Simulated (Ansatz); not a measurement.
## Hypothetical Fm-3m WGe2, response to strain

The reference is WGe2 (space group Fm-3m, No. 225; a = 6.0781 Å; a hypothetical phase, not in the database extracts checked). Axes: x, y, z lie along the cube axes.

Strains are applied to the cell and any free atomic positions relax; under biaxial strain the out-of-plane vector relaxes too; under stress the whole cell relaxes.

All numbers come from Kohn–Sham DFT with the r2SCAN functional, run in Ansatz (an electronic-structure program) with PAW and 500 eV plane waves, without spin-orbit coupling.

Notes on the quantities. pressure: mean of the normal stresses, compression positive; energy relative to the base: free energy F.

| variant | space group | pressure | energy relative to the base | volume per atom |
|---|---|---|---|---|
| base | Fm-3m (No. 225) | 0.0 GPa | 0 meV/atom | 18.71 Å³ |
| biaxial strain −3.18 %, plane normal [001], relaxed out of plane | I4/mmm (No. 139) | -7.5 GPa | -37 meV/atom | 19.67 Å³ |
| biaxial strain +4.80 %, plane normal [001], relaxed out of plane | I4/mmm (No. 139) | -1.0 GPa | -1.4 meV/atom | 18.78 Å³ |
| biaxial strain −3.40 %, plane normal [110], relaxed out of plane | Immm (No. 71) | -1.3 GPa | -20 meV/atom | 18.79 Å³ |
| biaxial strain +4.85 %, plane normal [111], relaxed out of plane | R-3m (No. 166) | 1.2 GPa | -44 meV/atom | 18.04 Å³ |
| isotropic strain −3.88 % | Fm-3m (No. 225) | 19.6 GPa | +116 meV/atom | 16.62 Å³ |
| uniaxial strain ε_yy = +3.73 % | I4/mmm (No. 139) | -4.4 GPa | +8.2 meV/atom | 19.41 Å³ |
| uniaxial stress, 2 GPa tension along z | I4/mmm (No. 139) | – | -0.376 eV/atom | 17.16 Å³ |
| tensor shear ε_xy = −2.19 % | Immm (No. 71) | -0.1 GPa | -5.8 meV/atom | 18.70 Å³ |
| tensor shear ε_xz = +1.72 % | Immm (No. 71) | -0.1 GPa | -3.5 meV/atom | 18.71 Å³ |

Without a gap, meshes like the base's 13×13×13 leave anisotropic stresses uncertain by several tenths of a GPa, and small strain energies with them. Stability under load was not tested beyond the relaxation. All final runs are without spin polarisation. Under biaxial strain −3.18 %, plane normal [001], relaxed out of plane, biaxial strain +4.80 %, plane normal [001], relaxed out of plane and biaxial strain −3.40 %, plane normal [110], relaxed out of plane and more the cell ends below the base's energy or with stress of the wrong sign: the atoms slid into a distortion or the cell is elastically unstable, so the base is not a stable minimum at this level. WGe2 has a high density of states at the Fermi level and may be magnetic at this level. Under uniaxial stress, 2 GPa tension along z the cell changed shape so far that it is another structure.
